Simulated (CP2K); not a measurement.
# A self-consistent single point of LaAl2Cu3 (Cmmm, 6 atoms in the cell) with CP2K

Computed with PBEsol, GPW, TZVP-MOLOPT-SR-GTH basis, GTH-PBE potentials (GTH_POTENTIALS) in CP2K 2026.2.

Input:

```
&GLOBAL
  PROJECT scf
  RUN_TYPE ENERGY_FORCE
  PRINT_LEVEL MEDIUM
&END GLOBAL
&FORCE_EVAL
  METHOD Quickstep
  STRESS_TENSOR ANALYTICAL
  &DFT
    BASIS_SET_FILE_NAME BASIS_MOLOPT_UCL
    POTENTIAL_FILE_NAME GTH_POTENTIALS
    &QS
      METHOD GPW
      EPS_DEFAULT 1E-10
    &END QS
    &MGRID
      CUTOFF 600
      REL_CUTOFF 40
      NGRIDS 5
    &END MGRID
    &SCF
      SCF_GUESS ATOMIC
      EPS_SCF 1E-6
      MAX_SCF 100
      ADDED_MOS 9
      &DIAGONALIZATION
        ALGORITHM STANDARD
      &END DIAGONALIZATION
      &MIXING
        METHOD BROYDEN_MIXING
        ALPHA 0.3
        NBUFFER 12
      &END MIXING
      &SMEAR ON
        METHOD FERMI_DIRAC
        ELECTRONIC_TEMPERATURE [K] 1160.45
      &END SMEAR
    &END SCF
    &KPOINTS
      SCHEME MONKHORST-PACK 5 5 6
      GAMMA_CENTERED T
    &END KPOINTS
    &XC
      &XC_FUNCTIONAL
        &PBE
          PARAMETRIZATION PBESOL
        &END PBE
      &END XC_FUNCTIONAL
    &END XC
    &PRINT
      &MO
        EIGENVALUES T
        OCCUPATION_NUMBERS T
        NDIGITS 8
        FILENAME mo
        &EACH
          QS_SCF 0
        &END EACH
        ADD_LAST NUMERIC
      &END MO
      &MULLIKEN ON
      &END MULLIKEN
    &END PRINT
  &END DFT
  &SUBSYS
    &CELL
      A 5.25393900 0.00000000 0.00000000
      B -2.50348100 4.61914100 0.00000000
      C 0.00000000 0.00000000 4.17089400
      PERIODIC XYZ
    &END CELL
    &COORD
      La       0.00000000     0.00000000     0.00000000
      Al       2.62696950     0.00000000     2.08544700
      Al      -1.25174050     2.30957050     2.08544700
      Cu       2.62487179     1.56547308     0.00000000
      Cu       0.12558621     3.05366792     0.00000000
      Cu       1.37522900     2.30957050     2.08544700
    &END COORD
    &KIND La
      BASIS_SET TZVP-MOLOPT-SR-GTH-q11
      POTENTIAL GTH-PBE-q11
    &END KIND
    &KIND Al
      BASIS_SET TZVP-MOLOPT-SR-GTH-q3
      POTENTIAL GTH-PBE-q3
    &END KIND
    &KIND Cu
      BASIS_SET TZVP-MOLOPT-SR-GTH-q11
      POTENTIAL GTH-PBE-q11
    &END KIND
  &END SUBSYS
  &PRINT
    &FORCES ON
    &END FORCES
    &STRESS_TENSOR ON
    &END STRESS_TENSOR
  &END PRINT
&END FORCE_EVAL
```

Output, abridged:

```
 GLOBAL| Method name                                                        CP2K
 GLOBAL| Project name                                                        scf
 GLOBAL| Run type                                                   ENERGY_FORCE

 CELL| Volume [angstrom^3]:                                           101.222113
 CELL| Vector a [angstrom]:       5.254     0.000     0.000   |a| =     5.253939
 CELL| Vector b [angstrom]:      -2.503     4.619     0.000   |b| =     5.253940
 CELL| Vector c [angstrom]:       0.000     0.000     4.171   |c| =     4.170894
 CELL| Angle (b,c), alpha [degree]:                                    90.000000
 CELL| Angle (a,c), beta  [degree]:                                    90.000000
 CELL| Angle (a,b), gamma [degree]:                                   118.456797
 CELL| Numerically orthorhombic:                                              NO
 CELL| Periodicity                                                           XYZ

 DFT| Spin restricted Kohn-Sham (RKS) calculation                            RKS
 DFT| Multiplicity                                                             1
 DFT| Number of spin states                                                    1
 DFT| Charge                                                                   0
 DFT| XC density smoothing                                                  NONE
 DFT| XC derivatives                                                          PW

 QS| Method:                                                                 GPW
 QS| Density plane wave grid type                        NON-SPHERICAL FULLSPACE
 QS| Number of grid levels:                                                    5
 QS| Density cutoff [a.u.]:                                                300.0
 QS| Multi grid cutoff [a.u.]: 1) grid level                               300.0
   [... lines left out ...]
 BRILLOUIN| Wavefunction type                                            COMPLEX
 BRILLOUIN| List of Kpoints [2 Pi/Bohr]                                       76
 BRILLOUIN| Number           Weight            X              Y              Z
 BRILLOUIN|     1           0.01333       -0.40000       -0.40000       -0.33333
 BRILLOUIN|     2           0.01333       -0.40000       -0.40000       -0.16667
 BRILLOUIN|     3           0.01333       -0.40000       -0.40000        0.00000
   [... 73 lines left out ...]
 *******************************************************************************

 Extrapolation method: initial_guess

 Re-scaling the density matrix to get the right number of electrons
                  # Electrons              Trace(P)               Scaling factor
                           50                50.000                        1.000

 Number of electrons:                                                         50
 Number of occupied orbitals:                                                 25
 Number of molecular orbitals:                                                34

 Number of orbital functions:                                                171
 Number of independent orbital functions:                                    171
 SCF WAVEFUNCTION OPTIMIZATION

  Step     Update method      Time    Convergence         Total energy    Change
     1 NoMix/Diag. 0.30E+00      -     1.00681781      -180.3674629142 -1.80E+02
     2 Broy./Diag. 0.30E+00      -     0.40399971      -186.9921333366 -6.62E+00
     3 Broy./Diag. 0.30E+00      -     0.10989196      -175.7797116974  1.12E+01
     4 Broy./Diag. 0.30E+00      -     0.07297514      -178.6315290811 -2.85E+00
     5 Broy./Diag. 0.30E+00      -     0.01198262      -180.6462178394 -2.01E+00
     6 Broy./Diag. 0.30E+00      -     0.00896250      -180.2338845604  4.12E-01
     7 Broy./Diag. 0.30E+00      -     0.00250676      -179.9077762034  3.26E-01
   [... 3 lines left out ...]
    11 Broy./Diag. 0.30E+00      -     0.00009562      -179.8799732791  1.24E-03
    12 Broy./Diag. 0.30E+00      -     0.00005173      -179.8806679087 -6.95E-04
    13 Broy./Diag. 0.30E+00      -     0.00000373      -179.8809775580 -3.10E-04
    14 Broy./Diag. 0.30E+00      -     0.00000411      -179.8810371922 -5.96E-05
    15 Broy./Diag. 0.30E+00      -     0.00000058      -179.8810460643 -8.87E-06
  *** SCF run converged in    15 steps ***

  Electronic density on regular grids:        -49.9999999497        0.0000000503
  Core density on regular grids:               49.9999999931       -0.0000000069
  Total charge density on r-space grids:        0.0000000433
  Total charge density g-space grids:           0.0000000433

  Overlap energy of the core charge distribution:               0.00000001474527
  Self energy of the core charge distribution:               -268.29298945936927
  Core Hamiltonian energy:                                     79.95331592764143
  Hartree energy:                                              37.26866773730008
  Exchange-correlation energy:                                -28.80695709137915
  Electronic entropic energy:                                  -0.00308319394195
  Fermi energy:                                                 0.28047456501786

  Total energy:                                              -179.88104606429403
  Total energy (extrapolated to T->0):                       -179.87950446732304

                     Mulliken Population Analysis

 #  Atom  Element  Kind  Atomic population                           Net charge
       1     La       1         10.754860                              0.245140
       2     Al       2          3.127690                             -0.127690
       3     Al       2          3.127818                             -0.127818
       4     Cu       3         11.078118                             -0.078118
       5     Cu       3         11.078119                             -0.078119
       6     Cu       3         10.833396                              0.166604
 # Total charge                             50.000000                 -0.000000

 ENERGY| Total FORCE_EVAL ( QS ) energy [hartree]           -179.881049621130558

 FORCES| Atomic forces [hartree/bohr]
 FORCES|   Atom     x               y               z               |f|
 FORCES|      1  7.15872310E-08 -1.99423547E-08  8.30844012E-15   7.43130483E-08
 FORCES|      2  5.29054955E-08 -1.05552790E-07 -2.21389350E-16   1.18069398E-07
 FORCES|      3  9.97419124E-08 -2.07663009E-08 -4.51016453E-16   1.01880756E-07
 FORCES|      4  5.85637340E-04 -3.48951347E-04 -3.44543801E-16   6.81717050E-04
 FORCES|      5 -5.85587444E-04  3.48987078E-04  9.14371031E-16   6.81692478E-04
 FORCES|      6 -2.73490247E-07  1.09503896E-07 -4.50326917E-16   2.94598063E-07
 FORCES| Sum     6.40455825E-10 -1.02679347E-09  7.75553463E-15
 FORCES| Total atomic force                                       1.21016053E-09

 STRESS| Analytical stress tensor [bar]
 STRESS|                        x                   y                   z
 STRESS|      x       -1.18483090469E+04   5.68965634764E+03   2.09535029483E-10
 STRESS|      y        5.68965634764E+03  -5.68384935519E+03   8.10471263729E-10
 STRESS|      z        2.09535029483E-10   8.10471263729E-10  -8.18028342767E+02
 STRESS| 1/3 Trace                                            -6.11672891494E+03
```

The run converged in 15 iterations.

The starting cell comes from a database of computed structures (which also holds hypothetical and non-ambient phases and stackings), without a prior relaxation at this level. Its lattice was rescaled by a random factor within 2.5 % of one. Spin polarisation is off. Values carry the incompleteness of an atom-centred basis. The potentials were made for another functional than the one used.

Cost on one core of a shared machine: roughly 4 min.
